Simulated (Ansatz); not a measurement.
**Al2O3, response to strain**

Start from Al₂O₃ in the corundum structure (space group R-3c, No. 167; a = 4.759 Å, c = 12.995 Å (hexagonal axes)). Axes: x lies along a and z along c of the hexagonal cell.

Strains are applied to the cell and any free atomic positions relax; under biaxial strain the out-of-plane vector relaxes too; under stress the whole cell relaxes.

Computed with r2SCAN (Ansatz, an electronic-structure program; PAW; 500 eV plane waves; spin-orbit coupling left out).

Notes on the quantities. energy relative to the base: free energy F.

```json
[
 {"case": "base", "shortest interatomic distance": "1.856 Å", "energy relative to the base": "0 meV/atom", "band gap": "7.14 eV"},
 {"case": "biaxial strain −2.52 %, plane normal [001], relaxed out of plane", "shortest interatomic distance": "1.829 Å", "energy relative to the base": "+21 meV/atom", "band gap": "7.63 eV"},
 {"case": "biaxial strain −1.91 %, plane normal [001], relaxed out of plane", "shortest interatomic distance": "1.835 Å", "energy relative to the base": "+12 meV/atom", "band gap": "7.53 eV"},
 {"case": "biaxial strain +2.20 %, plane normal [001], relaxed out of plane", "shortest interatomic distance": "1.882 Å", "energy relative to the base": "+15 meV/atom", "band gap": "6.44 eV"},
 {"case": "uniaxial stress, 2 GPa compression along z", "shortest interatomic distance": "1.855 Å", "energy relative to the base": "+0.2 meV/atom", "band gap": "7.13 eV"},
 {"case": "tensor shear ε_yz = −2.89 %", "shortest interatomic distance": "1.831 Å", "energy relative to the base": "+13 meV/atom", "band gap": "7.07 eV"},
 {"case": "uniaxial stress, 8 GPa tension along z", "shortest interatomic distance": "1.861 Å", "energy relative to the base": "+3.7 meV/atom", "band gap": "7.00 eV"}
]
```

Stability under load was not tested beyond the relaxation.
